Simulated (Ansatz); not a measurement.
Consider BiB in the zinc blende structure (space group F-43m, No. 216; a = 5.4905 Å; a hypothetical phase, not in the database extracts checked). Axes: x, y, z lie along the cube axes.

Level of theory: r2SCAN (Ansatz, a program for electronic structure), no SOC.

The change: the symmetric strain tensor [0.0089 -0.0006 -0.0040; -0.0006 -0.0031 -0.0145; -0.0040 -0.0145 0.0283]; the atoms relax in the strained cell.

Problem. Estimate the effect on the stress.

Solution. The stress (xx, yy, zz, yz, xz, xy; compression positive) amounts to (-2.14, -1.04, -4.02, 2.09, 0.55, 0.08) GPa.

Stability against distortions was not tested.
